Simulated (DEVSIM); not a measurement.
Device: illuminated Si n-on-p cell, one wavelength, at 300 K.

```tsv
layer (left to right)	material	thickness (μm)	Nd (cm⁻³)	Na (cm⁻³)	τn (s)	τp (s)	absorption coefficient (cm⁻¹)
1	Si	0.820	2.5e18	-	6e-9	8.8e-9	16000
2	Si	220	-	1.1e16	2.5e-7	2.5e-7	16000
```

Left contact: ohmic, minority hole recombination velocity 500 cm/s. Right contact: ohmic, minority electron recombination velocity 700 cm/s. Voltage is applied to the left contact. Recombination: SRH at mid-gap, radiative, Auger. Gap narrowing is on: ΔEg = 6.92 meV × (l + √(l² + 0.5)), l = ln(N/1.3e17 cm⁻³), shared equally by both band edges. Light enters at the left, 1.9e17 photons cm⁻² s⁻¹, one pass, no reflection. Mobility is μmin + (μ − μmin)/(1 + (N/Nref)^α).

This is a model device: material constants are rounded textbook-type values typed into the input, and sizes, dopings and lifetimes were drawn at random. Values at 300 K.

| parameter | Si |
|---|---|
| gap (eV) | 1.124 |
| affinity (eV) | 4.05 |
| permittivity | 11.7 |
| Nc (cm⁻³) | 2.86e19 |
| Nv (cm⁻³) | 3.1e19 |
| μn (cm²/Vs) | 1417 |
| μp (cm²/Vs) | 470 |
| μn,min | 52 |
| μp,min | 45 |
| Nref,n | 9.7e16 |
| Nref,p | 2.2e17 |
| αn | 0.68 |
| αp | 0.72 |
| B (cm³/s) | 4.7e-15 |
| Cn (cm⁶/s) | 2.8e-31 |
| Cp (cm⁶/s) | 9.9e-32 |

DEVSIM, 1D drift-diffusion, Boltzmann statistics, complete ionisation; no tunnelling, impact ionisation, image-force lowering or self-heating.

The photon flux was swept, all else fixed.

```csv
photon flux (cm^-2 s^-1),fill factor,short-circuit current (mA/cm²),largest power (mW/cm²),open-circuit voltage (V)
5.7e15,0.77,0.841,0.294,0.451
1.9e16,0.79,2.80,1.07,0.484
5.7e16,0.80,8.41,3.46,0.513
1.9e17,0.81,28.0,12.3,0.544
5.7e17,0.82,[?],39.4,[?]
1.9e18,0.82,280,138,0.604
5.7e18,0.80,841,426,0.632
```

Problem. Complete the blanks.

Solution. 
- 5.7e17, short-circuit current (mA/cm²): 84.1
- 5.7e17, open-circuit voltage (V): 0.573
